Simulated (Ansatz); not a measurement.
## CsCl-type CuZn

Computed with PBE-D3(BJ) in Ansatz (PAW).

Run with plane-wave cutoff 520 eV, 16×16×16 k mesh, Fermi–Dirac smearing 0.1 eV, perturbation theory, no spin polarisation, scalar-relativistic PAW data made under PBE.

Cell (relaxed at this level):

```xyz
2
Lattice="2.9109 0.0000 0.0000 0.0000 2.9109 0.0000 0.0000 0.0000 2.9109" Properties=species:S:1:pos:R:3 pbc="T T T"
Zn     1.4554     1.4554     1.4554
Cu     0.0000     0.0000     0.0000
```

```
Property            Value
---------------  --------
TO(Γ) frequency  216 cm⁻¹
```

Note: the dispersion coefficients are held fixed in the derivatives.

Ansatz is an electronic-structure program.
